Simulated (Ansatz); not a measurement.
We consider AlB2-type TmSi₂, described by r²SCAN (PAW; Ansatz, a quantum-chemistry and plane-wave program).

Settings: plane-wave cutoff 560 eV, 18×18×14 k mesh (along the axes of the cell as run), Fermi–Dirac smearing 0.05 eV, spin-polarised start, scalar-relativistic PAW data made under PBE.

Computed at the level's own relaxed cell.

Give the computed equilibrium lattice constant a, lattice parameter c and bulk modulus.


- equilibrium lattice constant a: 4.036 Å
- lattice parameter c: 3.950 Å
- bulk modulus: 75.4 GPa

Note: the magnetic order was assumed, not searched for or taken from measurement; the relaxation could not lower the start's symmetry, so the cell can be a saddle point above a distorted one; the 4f shell is treated without U or exact exchange, so its levels and filling can be wrong; the bulk modulus is −V dP/dV from two relaxed cells at ±2 % in volume.

Spin–orbit coupling is not included; it can open a gap where bands touch, and shift volumes and moduli.

Static lattice: no zero-point or thermal effects.
